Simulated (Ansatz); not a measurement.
The starting structures come from a database of crystals and need not be the phases stable at ambient conditions.

By PBEsol, the system below comes out a metal.

The ballistic (Sharvin) conductance counts the channels at the Fermi level: G/A = (e²/h) × channels of both spins per area.

Data:

```yaml
crystal:
  lattice:
    - [2.58700, 0.00000, 0.00000]
    - [0.00000, 3.65857, 0.00000]
    - [0.00000, 1.82929, 1.82929]
  atoms:
    - { symbol: Be, position: [0.00000, 0.00000, 0.00000] }
    - { symbol: Ni, position: [0.50000, 0.50000, 0.00000] }
```

The cell is taken as given; by PBEsol it stands under a pressure of -0.8 GPa.

The current flows along the normal of the first two printed cell vectors, the (110) plane of the conventional cell. No spin-orbit coupling; the value is a mean over 0.1 eV about the Fermi level.

Problem. Compute, with PBEsol run with Ansatz (a program for electronic structure), the ballistic conductance per area.

Solution. 1.0 × 10¹⁵ S/m² for both spins.
